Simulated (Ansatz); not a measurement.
Here is the system:

End structure of the (221) surface of germanium, H on every dangling bond (bottom of the slab: built like the top, H on every dangling bond, free):

```xyz
56
Lattice="8.1459 0.0000 0.0000 0.0000 12.2188 0.0000 0.0000 0.0000 28.5000" Properties=species:S:1:pos:R:3 pbc="T T T"
Ge     4.0729     7.4701     9.7500
Ge     0.0000     7.4701     9.7500
Ge     2.0365     8.7851    10.2117
Ge     6.1094     8.7851    10.2117
Ge     6.1094     4.0869    10.7115
Ge     2.0365     4.0869    10.7115
Ge     4.0729     5.4313    11.1460
Ge     0.0000     5.4313    11.1460
Ge     0.0000     0.6959    11.6684
Ge     4.0729     0.6959    11.6684
Ge     6.1094     2.0397    12.1069
Ge     2.0365     2.0397    12.1069
Ge     2.0365     9.5035    12.5778
Ge     6.1094     9.5035    12.5778
Ge     0.0000    10.8584    13.0565
Ge     4.0729    10.8584    13.0565
Ge     4.0729     6.1094    13.5300
Ge     0.0000     6.1094    13.5300
Ge     2.0365     7.4670    14.0100
Ge     6.1094     7.4670    14.0100
Ge     6.1094     2.7153    14.4900
Ge     2.0365     2.7153    14.4900
Ge     4.0729     4.0729    14.9700
Ge     0.0000     4.0729    14.9700
Ge     0.0000    11.5427    15.4436
Ge     4.0729    11.5427    15.4436
Ge     6.1094     0.6789    15.9222
Ge     2.0365     0.6789    15.9222
Ge     2.0365     8.1427    16.3932
Ge     6.1094     8.1427    16.3932
Ge     0.0000     9.4865    16.8316
Ge     4.0729     9.4865    16.8316
Ge     4.0729     4.7510    17.3540
Ge     0.0000     4.7510    17.3540
Ge     2.0365     6.0954    17.7885
Ge     6.1094     6.0954    17.7885
Ge     6.1094     1.3972    18.2884
Ge     2.0365     1.3972    18.2884
Ge     4.0729     2.7123    18.7501
Ge     0.0000     2.7123    18.7501
H      4.0729     7.0422     8.2526
H      0.0000     7.0422     8.2526
H      2.0365    10.0518     9.3064
H      6.1094    10.0518     9.3064
H      6.1094     3.6628     9.2115
H      2.0365     3.6628     9.2115
H      0.0000     0.2848    10.1649
H      4.0729     0.2848    10.1649
H      0.0000     9.8975    18.3351
H      4.0729     9.8975    18.3351
H      2.0365     6.5196    19.2886
H      6.1094     6.5196    19.2886
H      6.1094     0.1306    19.1937
H      2.0365     0.1306    19.1937
H      4.0729     3.1401    20.2475
H      0.0000     3.1401    20.2475
```

Set-up: 56 atoms, 12.1 Å thick at the start with caps and adatoms (thin: gaps and levels are the slab's own); mesh 4x3x1; 0.025 eV smearing; dipole correction on; 8 atoms held, the rest relaxed; symmetry of the start imposed; no spin, no spin-orbit, no U.

### Question
Give the highest filled level below the top vacuum level at the level PBE run with Ansatz (a first-principles code).

### Answer
4.45 eV

### Question
Predict the gap of the slab on its k-mesh from PBE.

### Answer
0.64 eV
